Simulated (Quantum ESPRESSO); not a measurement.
Quantum ESPRESSO 7.5, DFT, PBE, plane waves, PseudoDojo 0.5 standard norm-conserving PBE (local tails restored to the Coulomb form): diamond-structure Ge, atoms displaced (Ge8), 8 atoms. Basis and mesh were picked for this test and aren't claimed converged.

| Property | Value |
|---|---|
| cell | 5.66, 5.66, 5.66 Å; 90, 90, 90° |
| distance to the nearest atom | 2.36 to 2.44 Å |
| task | scf |
| k mesh | 3×3×3 |
| ecutwfc | 78 Ry |
| ecutrho | 312 Ry |
| occupations | smearing |
| smearing | gaussian |
| degauss | 0.005 Ry |
| conv_thr | 8e-09 Ry |
| tprnfor | true |
| tstress | false |
| k-point pools (-nk) | 8 |
| diagonalization | david (default) |
| k-points computed | 14 |
| bands | 67 |
| electrons | 112 |
| G-vectors of the density | 113705 |
| FFT grid | 64×64×64 |

Machine: one whole node, Intel Xeon 6 (Granite Rapids), 96 cores on 1 socket, 2 hardware threads a core, 3 L3 cache groups, 3 NUMA nodes.

Wall times, medians of two to five repeats, each run alone on the node (launch to exit). Unless noted, each process is bound to its own block of adjacent cores. The build: conda-forge: Open MPI 5.0, OpenMP, OpenBLAS 0.3.34 (pthreads), FFTW, ScaLAPACK, ELPA; another build can shift the numbers. Scratch files lie in a memory file system.

All on 64 ranks. Base settings, kept where nothing else is said: mixing_mode = plain (default), mixing_beta = 0.7 (default), mixing_ndim = 8 (default). The candidates, on 64 cores each, agree within 1.0 meV/atom in energy, 10 meV/Å in forces (largest component):
A. mixing_beta = 1
B. mixing_ndim = 16
C. mixing_mode = local-TF, mixing_beta = 0.1
D. mixing_mode = TF, mixing_beta = 0.2
E. mixing_mode = TF, mixing_beta = 1
F. the base settings

Question: Pick the fastest of these ways to run it.

Answer: E and A, at 3.8 s to 4.0 s, level within 8 % or the scatter of repeats. At the other end C takes 1.7× as long.

| candidate | wall time | repeats | SCF iterations |
|---|---|---|---|
| E | 3.8 s | 3 runs within 1 % | 8 |
| A | 4.0 s | 3 runs within 2 % | 8 |
| F | 4.2 s | 3 runs within 2 % | 9 |
| B | 4.2 s | 3 runs within 3 % | 9 |
| D | 5.9 s | 3 runs within 2 % | 15 |
| C | 6.6 s | 3 runs within 2 % | 19 |
